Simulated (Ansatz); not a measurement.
# A computed series for HgSe: response to strain

Base system: HgSe in the zinc blende structure (space group F-43m, No. 216).

```xyz
2
Lattice="0.0000 3.0667 3.0667 3.0667 0.0000 3.0667 3.0667 3.0667 0.0000" Properties=species:S:1:pos:R:3 pbc="T T T"
Se     1.5333     1.5333     1.5333
Hg     0.0000     0.0000     0.0000
```

Cartesian axes are those of the cell as printed.

Strains are applied to the cell and any free atomic positions relax.

Method: Ansatz (a quantum-chemistry and plane-wave program), PBEsol, PAW, cutoff 420 eV, no spin-orbit coupling.

Notes on the quantities. energy relative to the base: free energy F.

```csv
variant,volume per atom,pressure,energy relative to the base
base,28.84 Å³,0.0 GPa,0 meV/atom
isotropic strain −0.62 %,28.31 Å³,…,+1.6 meV/atom
uniaxial strain ε_xx = −0.91 %,28.58 Å³,0.5 GPa,…
uniaxial strain ε_yy = −5.02 %,27.39 Å³,2.9 GPa,+15 meV/atom
uniaxial strain ε_zz = +5.34 %,30.38 Å³,-2.4 GPa,+15 meV/atom
```

Q: Some entries are withheld; estimate them.

A: 
- isotropic strain −0.62 %, pressure: 1.0 GPa
- uniaxial strain ε_xx = −0.91 %, energy relative to the base: +0.5 meV/atom

A case with no gap was solved on a k-mesh chosen for an insulator, which is coarse for it. Stability against distortions was not tested. The final runs are not spin-polarised.
